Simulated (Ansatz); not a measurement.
**Worked example: self-consistent single point of BaLiF3 (Pm-3m, 5 atoms in the cell) in Ansatz (an electronic-structure program)**

Level of theory: LDA (PW92), default PAW files made with PBE (plane waves; Ansatz).

The input file:

Ansatz 0.2 input:
```yaml
# BaLiF3
crystal:
  lattice:
    - [3.97661400, 0.00000000, 0.00000000]
    - [0.00000000, 3.97661400, 0.00000000]
    - [0.00000000, 0.00000000, 3.97661400]
  atoms:
    - { symbol: Ba, position: [0.00000000, 0.00000000, 0.00000000] }
    - { symbol: Li, position: [0.50000000, 0.50000000, 0.50000000] }
    - { symbol: F, position: [0.00000000, 0.50000000, 0.50000000] }
    - { symbol: F, position: [0.50000000, 0.00000000, 0.50000000] }
    - { symbol: F, position: [0.50000000, 0.50000000, 0.00000000] }
basis:
  ecutwfc: 420.0
kpoints:
  mp_grid:
    grid: [6, 6, 6]
hamiltonian:
  xc: lda
  pseudopotentials:
    kind: paw
scf:
  occupations:
    method: fixed
output:
  forces: true
  eigenvalues: true
  stress: true
```

Output (repeated stretches shortened):

```
WARN ansatz: RAYON_NUM_THREADS=1 ignored (pool sized by the plan → 1); use --threads N
Pseudopotentials: kind: paw
Pseudopotential: Ba, paw, valence charge 10
Pseudopotential: Li, paw, valence charge 3
Pseudopotential: F, paw, valence charge 7
Crystal: 5 atoms, lattice volume = 62.884 Å³
Basis set: ecut = 420 eV, 1237 PW (Γ)
Bands: 22, of which v1, the nominal top of the filled ones, is band 17 counted from 1 (16 counted from 0)
Symmetry: 48 space group operations
Space group: Pm-3m (ITA 221), of the structure as read, at distance tolerance 4.0e-5 Å
k-points: 20 of 216
PAW frozen core: Ba, regenerated for the run's functional, and the local potential with it
PAW frozen core: F, regenerated for the run's functional, and the local potential with it
Initial density: superposition of atomic densities (neutral atoms: chi_scale 0, normalization atom), corrected by the library's trained network
Initial wavefunctions: pseudopotential atomic-orbital guess
Eigensolver: davidson
Functional: x = slater, c = lda
SCF iter   1: F=—  HF=-8372.159018 eV  |F-HF|=—  |Δ(HF+E_count)|=         —  Δρ=1.98e-2  dr2=1.73e-1  ethr=1.77e-3  ⟨swp⟩=4.8  Hψ=1872  notcnv=0  defer=57
all-band conjugate gradients solve this SCF's bands
preconditioner: auto → Resta (q_TF=auto, 2.463 Å⁻¹)
SCF iter   2: F=—  HF=-8372.105998 eV  |F-HF|=—  |Δ(HF+E_count)|=   5.30e-2  Δρ=5.22e-3  dr2=4.69e-3  ethr=5.10e-4  ⟨swp⟩=2.0  Hψ=866  notcnv=0  defer=55
SCF iter   3: F=—  HF=-8372.104065 eV  |F-HF|=—  |Δ(HF+E_count)|=   1.93e-3  Δρ=2.06e-3  dr2=1.39e-3  ethr=1.38e-5  ⟨swp⟩=2.4  Hψ=811  notcnv=0  defer=58
SCF iter   4: F=—  HF=-8372.103639 eV  |F-HF|=—  |Δ(HF+E_count)|=   4.25e-4  Δρ=7.11e-4  dr2=1.64e-4  ethr=4.08e-6  ⟨swp⟩=2.0  Hψ=440  notcnv=0  defer=56
SCF iter   5: F=—  HF=-8372.103586 eV  |F-HF|=—  |Δ(HF+E_count)|=   5.28e-5  Δρ=1.14e-4  dr2=4.64e-6  ethr=4.82e-7  ⟨swp⟩=2.0  Hψ=440  notcnv=0  defer=39
SCF iter   6: F=—  HF=-8372.103583 eV  |F-HF|=—  |Δ(HF+E_count)|=   3.83e-6  Δρ=8.68e-6  dr2=2.91e-8  ethr=2.94e-10  ⟨swp⟩=11.3  Hψ=3520  notcnv=0
SCF iter   7: F=-8372.103583 eV  HF=-8372.103583 eV  |F-HF|=2.53e-10  |Δ(HF+E_count)|=   5.56e-9  Δρ=8.89e-7  dr2=4.45e-10  ethr=8.55e-11  ⟨swp⟩=2.3  Hψ=1478  notcnv=0
SCF 1 converged in 7 iterations: F = -8372.103583 eV  dr2 = 4.45e-10
SCF converged after 7 iterations
Free energy (F): -8372.103583 eV
Harris-Foulkes:  -8372.103583 eV  (|F-HF|=2.53e-10)
Internal energy: -8372.103583 eV  (E = F + TS)
E sigma→0 (E₀):  -8372.103583 eV
Fermi energy:    4.597800 eV
--- Per-component energies (eV) ---
  E_band       = -153.585774
  E_kinetic    = 809.008520
  E_local      = -1902.022960  (includes V_loc(G=0)·N_el)
  E_nonlocal   = 254.031900
  E_hartree    = 696.510824
  E_xc         = -414.614834
  E_vxc        = -456.653125  (∫ρ·V_xc dr)
  E_paw        = -5638.520283  (= ΣΔE_a)
  E_vpaw       = -250.978518  (= ΣTr[D̂ρ^β])
  E_aug_tail   = 0.006136  (compensation charges beyond the density's cutoff)
  E_ewald      = -2177.125157
  E_core_change = 0.622271  (= ΣΔE_core)
  E_smearing   = -0.000000  (= −TS)
  E_closure    = 0.000000  (closes the sum)
  Σ components = -8372.103583   (vs F -8372.103583, Δ=0.00e0)
--- Forces (eV/Å), atoms counted from 1 ---
  atom   1  Ba     0.00000000     0.00000000    -0.00000000
   [... zero for the other atoms too ...]
  max |Σ_I F_I| component: 8.50e-29 eV/Å
--- Stress (GPa, compression-positive) ---
       -5.392744       0.000000       0.000000
       -0.000000      -5.392744       0.000000
        0.000000       0.000000      -5.392744
  P = ⅓ Tr σ = -5.3927 GPa (-53.927 kbar)
  The stress holds the Pulay correction. Without it, at fixed plane waves, as pw.x and ABINIT print it: P = -6.1788 GPa
--- Band table (eV; the first three rows and the last of 20) ---
  k-point 0: bands = ["-34.9612", "-18.7650", "-14.6468", "-14.2539", "-14.2539", "-3.7247", "-3.7247", "-3.7247", "2.6704", "2.6704", "2.6704", "3.7166", "3.7166", "3.7166", "4.5978", "4.5978", "4.5978", "11.1803", "11.1803", "12.6013", "14.5272", "14.5272"]
  k-point 1: bands = ["-34.9608", "-18.7256", "-14.6750", "-14.3075", "-14.2504", "-3.7076", "-3.6723", "-3.6723", "2.6202", "2.6202", "2.7241", "3.5898", "3.6641", "3.6641", "4.3442", "4.5113", "4.5113", "11.5244", "11.6668", "13.1965", "14.6234", "14.7664"]
  k-point 2: bands = ["-34.9599", "-18.6432", "-14.7528", "-14.3958", "-14.2435", "-3.6749", "-3.5621", "-3.5621", "2.4478", "2.4478", "2.8976", "3.3575", "3.6863", "3.6863", "3.8349", "4.2924", "4.2924", "12.2556", "12.6397", "14.8461", "14.8682", "15.2237"]
  k-point 19: bands = ["-34.9561", "-18.4163", "-14.5197", "-14.5197", "-14.5197", "-4.3737", "-4.3737", "-4.3737", "1.8973", "3.6542", "3.6542", "3.6542", "4.3879", "4.3879", "4.4310", "4.4310", "4.4310", "12.6215", "12.6215", "12.6215", "16.6284", "16.6284"]…
```

The run converged in 7 iterations.

The starting cell comes from a database of computed structures (which also holds hypothetical and non-ambient phases and stackings), without a prior relaxation at this level. Its lattice was rescaled by up to half a per cent. With a pressure of about -5 GPa the cell is away from its equilibrium volume at this level. Ansatz's pressure includes its estimate of the finite-basis (Pulay) stress. Without the estimate this run gives -6.18 GPa.
